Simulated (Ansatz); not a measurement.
Start from Cs2SnI6 (space group Fm-3m, No. 225).

```
CELL_PARAMETERS angstrom
      0.00000     5.77512     5.77512
      5.77512     0.00000     5.77512
      5.77512     5.77512     0.00000
ATOMIC_POSITIONS crystal
  Cs 0.25000 0.25000 0.25000
  Cs 0.75000 0.75000 0.75000
  Sn 0.00000 0.00000 0.00000
  I  0.75152 0.24848 0.24848
  I  0.24848 0.75152 0.75152
  I  0.24848 0.75152 0.24848
  I  0.75152 0.24848 0.75152
  I  0.24848 0.24848 0.75152
  I  0.75152 0.75152 0.24848
```

Cartesian axes are those of the cell as printed.

Calculations: PBEsol in Ansatz (plane waves to 420 eV, PAW, no spin-orbit coupling).

For the base:

The shortest interatomic distance is 287.0 pm. The pressure is 0.0 GPa.

The change: the cell is compressed by 0.80 % along z with no lateral relaxation, atoms relaxed at fixed cell.

**Question.** Predict the new shortest interatomic distance.

**Answer.** The shortest interatomic distance drops by 0.4 pm to 286.6 pm.

**Question.** Estimate the effect on the largest internal atomic displacement.

**Answer.** The largest internal atomic displacement comes out as 0.019 Å.

**Question.** How does this affect the pressure?

**Answer.** The pressure (mean of the normal stresses, compression positive) hardly moves (0.0 GPa against 0.1 GPa).

The cells carry an imposed strain or load. No phonon test of stability was made. All final runs are without spin polarisation.

Ansatz is a quantum-chemistry and plane-wave program.
